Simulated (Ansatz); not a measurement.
The starting structures come from a database of crystals and need not be the phases stable at ambient conditions.

 Where the default PAW files enter, the runs use the earlier of Ansatz's two default sets.

```
BaTiO3
1.0
    4.05734     0.00000     0.00000
    0.01802     4.05730     0.00000
    0.00000     0.00000     3.98333
Ba Ti O
1 1 3
Direct
  0.99659   0.99659   0.00000
  0.48150   0.48150   0.50000
  0.02157   0.50865   0.50000
  0.50865   0.02157   0.50000
  0.51180   0.51180   0.00000
```

Space group of this cell: Amm2. The cell is taken as given; by r2SCAN its mean pressure is -1.8 GPa.

Level of theory: r2SCAN (plane waves, PAW; Ansatz, an electronic-structure program).

The current runs along the normal of the first two printed vectors; no spin-orbit coupling. Scaled by the factor s: all lengths (ions clamped). Meshes 8×8×8 and 8×8 across the current in all rows.

| s | mean pressure (GPa) | band gap (eV) |
|---|---|---|
| 0.98 | 9.8 | 2.73 |
| 1.00 | -1.8 | 2.56 |
| 1.02 | -10.4 | ? |

Take the slope of the band gap against ln s from the two given rows, extrapolate to s = 1.02, and say what the run there gives.

Slope = (2.73 − 2.56) / ln 0.98 = -8.41 eV. The line gives 2.56 + (-8.41) × ln 1.02 = 2.39 eV. The run gives 2.39 eV, as the line does.
